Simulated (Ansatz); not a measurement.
## TiAl under a change: biaxial strain −1.17 %, plane normal [001], relaxed out of plane

Start from TiAl (space group P4/mmm, No. 123; a = 2.796 Å, c = 4.038 Å; relaxed with 0.1 eV smearing). Axes: x, y, z lie along a, b, c of the conventional cell.

Perturbation: biaxial strain −1.17 %, plane normal [001], relaxed out of plane (Cartesian); in-plane vectors clamped, the third vector and the atoms free.

All numbers come from Ansatz (a first-principles code), PBEsol, PAW, cutoff 420 eV, no spin-orbit coupling, earlier PAW set. k-mesh 21×21×14 (Γ-centred); smearing 0.1 eV (Fermi–Dirac).

```tsv
quantity	base	changed	shift
volume per atom	15.78 Å³	15.60 Å³	-0.18 Å³
space group	P4/mmm (No. 123)	P4/mmm (No. 123)	–
pressure (mean of the normal stresses, compression positive)	0.0 GPa	1.4 GPa	+1.4 GPa
band gap	zero	zero	–
out-of-plane strain	–	+1.21 %	–
mean in-plane stress (compression positive)	–	+2.1 GPa	–
```

No phonon test of stability was made. The final runs are not spin-polarised.
